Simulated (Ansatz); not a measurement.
**A computed series for PbS2: element substitutions**

The parent structure is PbS2 (space group I4/mcm, No. 140; a = 6.071 Å, c = 7.463 Å; a cell from a computed database, its experimental status unchecked).

Each row replaces one element on all its sites; cell and atoms are relaxed.

The values are results of plane-wave PAW DFT at the PBEsol level (Ansatz, a first-principles code, 420 eV), without spin-orbit coupling, not measurements.

```tsv
case	shortest interatomic distance	c/a ratio
base	2.081 Å	1.229
S → P	2.058 Å	1.245
S → O	1.455 Å	1.310
S → Se	2.389 Å	1.211
```

Whether these cells are dynamically stable was not tested. As relaxed here, PbP2 and PbO2 are hypothetical phases, not in the database extracts checked. For PbSe2 in this form, whether it has been made was not checked. The final runs are not spin-polarised.
